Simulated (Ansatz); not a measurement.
```
ZrCl4
1.0
    4.84257     0.00000     0.65445
    0.00000     5.48253     0.00000
   -0.73449     0.00000     5.43304
Zr Cl
2 8
Direct
  0.00000   0.75000   0.75000
  0.00000   0.25000   0.25000
  0.73430   0.41830   0.91829
  0.26570   0.58170   0.08171
  0.26570   0.41830   0.58171
  0.73430   0.58170   0.41829
  0.26569   0.91830   0.41831
  0.73431   0.08170   0.58169
  0.73431   0.91830   0.08169
  0.26569   0.08170   0.91831
```

No spin polarisation.

Level of theory: PBEsol in Ansatz (plane waves to 420 eV, PAW, spin-orbit coupling left out). Γ-centred 5×5×6 mesh, Fermi–Dirac width 0.05 eV.

Question: What is the computed gap character?

Answer: Indirect, M–Γ (71 % along) → Γ.

Question: Estimate the band gap.

Answer: 1.29 eV.

Question: Predict the smallest direct gap.

Answer: 1.31 eV.

Load acts through the strain it causes; cell and atoms are relaxed under it. Whether these cells are dynamically stable was not tested. No other phases were tried under pressure. Along this pressure series the structure jumps between pressure 9 GPa and pressure 18 GPa; cells beyond that are another form of it. The cell was made from ZrCl$_{4}$ (space group P2/c, No. 13; made of chains) by this change: pressure 45 GPa. No dispersion term is included in the PBEsol runs.

Ansatz is a program for electronic structure.
